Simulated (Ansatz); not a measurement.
Adsorption energy and surface dipole of Cl on the 1x1 (0001) surface of hcp Ru, one in a 2x2 cell, started at the site 'bridge Ru-Ru (span 2.7 Å)', worked from the runs' numbers; total energies count from the potentials' own zero.

Calculation: PBE (plane waves to 420 eV, PAW; Ansatz, a first-principles code).

Slab: 17 atoms, 6.3 Å thick at the start under the adsorbate (thin: gaps and levels are the slab's own); k 6x6x1, smearing 0.1 eV, dipole-corrected; 8 atoms held, the rest relaxed; start symmetry kept, larger cells not searched; no spin, no spin-orbit, no U, no dispersion correction. At the end it is bonded to 3 Ru. In PBE it is, or lies within 0.03 eV of, the lowest of the starts that converged.

```json
[
 {"quantity": "slab with the adsorbate", "value": "-95132.293 eV"},
 {"quantity": "clean slab, same cell and mesh", "value": "-94050.528 eV"},
 {"quantity": "reference, ½ Cl2(g)", "value": "-1079.444 eV"},
 {"quantity": "area of the cell", "value": "25.66 Å²"},
 {"quantity": "change of the step from the bottom to the top vacuum level", "value": "-0.121 eV"}
]
```

**Question.** What is the adsorption energy against this reference?

**Answer.** E(slab + adsorbate) − E(slab) − E(reference) = -2.32 eV, so in this state the adsorbate is more stable than in the reference, at a coverage of 3.90 a nm².
